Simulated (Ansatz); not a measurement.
The reference is AlRu in the CsCl type structure (space group Pm-3m, No. 221; relaxed with 0.1 eV smearing).

```xyz
2
Lattice="2.9770 0.0000 0.0000 0.0000 2.9770 0.0000 0.0000 0.0000 2.9770" Properties=species:S:1:pos:R:3 pbc="T T T"
Al     1.4885     1.4885     1.4885
Ru     0.0000     0.0000     0.0000
```

Cartesian axes are those of the cell as printed.

Level of theory: Ansatz (a program for electronic structure), PBEsol, PAW, cutoff 420 eV, spin-orbit coupling left out.

It is then changed as follows: every lattice vector is shortened by 2.50 %, atoms relaxed at fixed cell.

Task: Predict the stress tensor and what it implies for the stiffness.

Result: Stress of the strained cell less that of the base (GPa, compression positive):
```
   19.6     0.0     0.0
    0.0    19.6     0.0
    0.0     0.0    19.6
```

Then B = −ΔP/(ΔV/V₀) with ΔV/V₀ = -0.0731 gives secant stiffness values (nonlinear terms included at this strain): B ≈ 268 GPa.

As a check, the harmonic strain energy −½ V₀ Δσ:ε is 61 meV/atom; the computed energy rise is 55 meV/atom.

Stability against distortions was not tested. The final runs are not spin-polarised.
